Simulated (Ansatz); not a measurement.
The starting structures come from a database of crystals and need not be the phases stable at ambient conditions.

The decay constant κ of evanescent states in the gap governs leakage through a thin film.

Consider the following.

```
CELL_PARAMETERS angstrom
      4.50394    -0.14193     0.05322
     -1.92088     5.99118    -0.03685
      0.00000     1.45263     3.87431
ATOMIC_POSITIONS crystal
  In 0.02095 0.77008 0.11496
  In 0.97905 0.22992 0.88504
  Se 0.63380 0.30635 0.34683
  Se 0.36620 0.69365 0.65317
```

Space group of this cell: C2/m. The cell was relaxed by PBE-D3(BJ); by r2SCAN its mean pressure is 0.6 GPa.

Transport runs along the normal of the first two printed cell vectors.

No gap correction and no spin-orbit coupling; mid-gap values are interpolated between computed energies.

Task: Give the band gap and the smallest decay constant κ at mid-gap that r2SCAN (Ansatz, a program for electronic structure) yields.

Result: Gap 0.90 eV on a 8×8×8 mesh; κ = 0.146 1/Å, at (0.500, 0.000) of the in-plane reciprocal vectors. At the zone centre, at the nearest computed energy, the slowest state has κ = 0.23 1/Å.
